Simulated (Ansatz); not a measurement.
## Input and output of a self-consistent single point for ZrV2Ga4 (I4mm, 7 atoms in the cell) (Ansatz)

Method: PBEsol, default PAW files made with PBE (plane waves; Ansatz, a program for electronic structure).

Input:

Ansatz 0.2 input:
```yaml
# Zr(VGa2)2
crystal:
  lattice:
    - [-3.20124800, 3.20124800, 2.56844300]
    - [3.20124800, -3.20124800, 2.56844300]
    - [3.20124800, 3.20124800, -2.56844300]
  atoms:
    - { symbol: Zr, position: [0.00973400, 0.00973400, 0.00000000] }
    - { symbol: V, position: [0.75000000, 0.25000000, 0.50000000] }
    - { symbol: V, position: [0.25000000, 0.75000000, 0.50000000] }
    - { symbol: Ga, position: [0.30306000, 0.30306000, 0.60612000] }
    - { symbol: Ga, position: [0.69694000, 0.69694000, 0.39388000] }
    - { symbol: Ga, position: [0.30306000, 0.69694000, 0.00000000] }
    - { symbol: Ga, position: [0.69694000, 0.30306000, 0.00000000] }
basis:
  ecutwfc: 420.0
kpoints:
  mp_grid: { grid: [4, 4, 4] }
hamiltonian:
  xc: pbesol
  pseudopotentials: { kind: paw }
scf:
  occupations: { method: fermi_dirac, width: 0.1 }
output:
  forces: true
  eigenvalues: true
  stress: true
```

The program printed (abridged):

```
WARN ansatz: RAYON_NUM_THREADS=1 ignored (pool sized by the plan → 1); use --threads N
Pseudopotentials: kind: paw
Pseudopotential: Zr, paw, valence charge 12
Pseudopotential: V, paw, valence charge 13
Pseudopotential: Ga, paw, valence charge 13
Crystal: 7 atoms, lattice volume = 105.285 Å³
Basis set: ecut = 420 eV, 2057 PW (Γ), exchange–correlation on 72×72×72 points (8 copies of the dense FFT grid, shifted against one another)
Bands: 54, of which v1, the nominal top of the filled ones, is band 45 counted from 1 (44 counted from 0)
Symmetry: 8 space group operations
Space group: I4mm (ITA 107), of the structure as read, at distance tolerance 4.7e-5 Å
k-points: 13 of 64 (time reversal used)
PAW frozen core: Zr, regenerated for the run's functional, and the local potential with it
PAW frozen core: V, regenerated for the run's functional, and the local potential with it
PAW frozen core: Ga, regenerated for the run's functional, and the local potential with it
Initial density: superposition of atomic densities (neutral atoms: chi_scale 0, normalization atom), corrected by the library's trained network
Initial wavefunctions: pseudopotential atomic-orbital guess
Eigensolver: davidson
Functional: x = pbesol(κ = 0.804, μ = 0.12345679012345678), c = pbesol(β = 0.046)
SCF iter   1: F=—  HF=-24875.274936 eV  |F-HF|=—  |Δ(HF+E_count)|=         —  Δρ=1.14e-2  dr2=1.79e-1  ethr=1.77e-3  ⟨swp⟩=5.8  Hψ=2344  notcnv=0
all-band conjugate gradients solve this SCF's bands
preconditioner: auto → Kerker (q_TF=auto, 2.658 Å⁻¹)
SCF iter   2: F=—  HF=-24875.258733 eV  |F-HF|=—  |Δ(HF+E_count)|=   1.62e-2  Δρ=5.01e-3  dr2=4.07e-2  ethr=1.99e-4  ⟨swp⟩=2.0  Hψ=897  notcnv=0
SCF iter   3: F=—  HF=-24875.255414 eV  |F-HF|=—  |Δ(HF+E_count)|=   3.32e-3  Δρ=9.38e-4  dr2=6.77e-4  ethr=4.53e-5  ⟨swp⟩=2.0  Hψ=775  notcnv=0
SCF iter   4: F=—  HF=-24875.254986 eV  |F-HF|=—  |Δ(HF+E_count)|=   4.28e-4  Δρ=4.00e-4  dr2=1.64e-4  ethr=7.52e-7  ⟨swp⟩=2.0  Hψ=1076  notcnv=0
SCF iter   5: F=—  HF=-24875.254966 eV  |F-HF|=—  |Δ(HF+E_count)|=   2.01e-5  Δρ=1.29e-4  dr2=1.60e-5  ethr=1.82e-7  ⟨swp⟩=2.0  Hψ=1233  notcnv=0
SCF iter   6: F=—  HF=-24875.254992 eV  |F-HF|=—  |Δ(HF+E_count)|=   2.64e-5  Δρ=2.32e-5  dr2=6.50e-7  ethr=1.78e-8  ⟨swp⟩=2.0  Hψ=829  notcnv=0
SCF iter   7: F=-24875.254992 eV  HF=-24875.254992 eV  |F-HF|=7.71e-8  |Δ(HF+E_count)|=   1.21e-7  Δρ=8.47e-6  dr2=8.40e-8  ethr=1.11e-10  ⟨swp⟩=5.2  Hψ=2882  notcnv=0
SCF 1 converged in 7 iterations: F = -24875.254992 eV  dr2 = 8.40e-8
SCF converged after 7 iterations
Free energy (F): -24875.254992 eV
Harris-Foulkes:  -24875.254992 eV  (|F-HF|=7.71e-8)
Internal energy: -24875.147894 eV  (E = F + TS)
E sigma→0 (E₀):  -24875.201443 eV
Entropy (-TS):   -0.107098 eV (-15.300 meV/atom)
Fermi energy:    14.648402 eV
--- Per-component energies (eV) ---
  E_band       = -325.440751
  E_kinetic    = 1477.941680
  E_local      = -9084.501761  (includes V_loc(G=0)·N_el)
  E_nonlocal   = 1690.578391
  E_hartree    = 4230.295262
  E_xc         = -701.107910
  E_vxc        = -762.366166  (∫ρ·V_xc dr)
  E_paw        = -12863.139493  (= ΣΔE_a)
  E_vpaw       = -2107.695370  (= ΣTr[D̂ρ^β])
  E_aug_tail   = 0.000112  (compensation charges beyond the density's cutoff)
  E_ewald      = -9629.131167
  E_core_change = 3.916990  (= ΣΔE_core)
  E_smearing   = -0.107098  (= −TS)
  E_closure    = 0.000000  (closes the sum)
  Σ components = -24875.254992   (vs F -24875.254992, Δ=0.00e0)
--- Forces (eV/Å), atoms counted from 1 ---
  atom   1  Zr     0.00000000     0.00000000    -0.27806470
  atom   2  V      0.00000000    -0.00000000     0.07943052
  atom   3  V     -0.00000000     0.00000000     0.07943052
  atom   4  Ga    -0.03434861    -0.03434861     0.02980188
  atom   5  Ga     0.03434861     0.03434861     0.02980188
  atom   6  Ga     0.03434861    -0.03434861     0.02980188
  atom   7  Ga    -0.03434861     0.03434861     0.02980188
  max |Σ_I F_I| component: 3.85e-6 eV/Å
--- Stress (GPa, compression-positive) ---
       -0.275664       0.000000       0.000000
        0.000000      -0.275664       0.000000
        0.000000       0.000000      -0.536557
  P = ⅓ Tr σ = -0.3626 GPa (-3.626 kbar)
  The stress holds the Pulay correction. Without it, at fixed plane waves, as pw.x and ABINIT print it: P = -0.4137 GPa
--- Band table (eV; the first three rows and the last of 13) ---
  k-point 0: bands = ["-49.1878", "-49.0919", "-34.1108", "-23.3965", "-23.1965", "-23.1965", "-23.1138", "-23.1138", "-22.7197", "-12.2371", "-12.2073", "-12.2073", "-0.2815", "-0.2190", "-0.2025", "-0.1907", "-0.1255", "-0.1255", "-0.0939", [...]
  k-point 1: bands = ["-49.1878", "-49.0919", "-34.1108", "-23.3969", "-23.1981", "-23.1964", "-23.1139", "-23.1136", "-22.7197", "-12.2370", "-12.2117", "-12.2074", "-0.2606", "-0.2027", "-0.1979", "-0.1620", "-0.1414", "-0.1197", "-0.0920", [...]
  k-point 2: bands = ["-49.1878", "-49.0919", "-34.1107", "-23.3974", "-23.1997", "-23.1962", "-23.1139", "-23.1133", "-22.7198", "-12.2370", "-12.2160", "-12.2075", "-0.2391", "-0.2076", "-0.1858", "-0.1536", "-0.1154", "-0.1117", "-0.0910", [...]
  k-point 12: bands = ["-49.1877", "-49.0919", "-34.1106", "-23.3981", "-23.1998", "-23.1998", "-23.1134", "-23.1134", "-22.7199", "-12.2379", "-12.2142", "-12.2142", "-0.2559", "-0.2194", "-0.1925", "-0.1925", "-0.1104", "-0.1104", "-0.0925", [...]
```

The run converged in 7 iterations.

The starting cell comes from a database of computed structures (which also holds hypothetical and non-ambient phases and stackings), without a prior relaxation at this level. Its lattice was rescaled by up to half a per cent. One atom was moved a little off its site on purpose. Spin polarisation is off. Ansatz's pressure includes its estimate of the finite-basis (Pulay) stress.
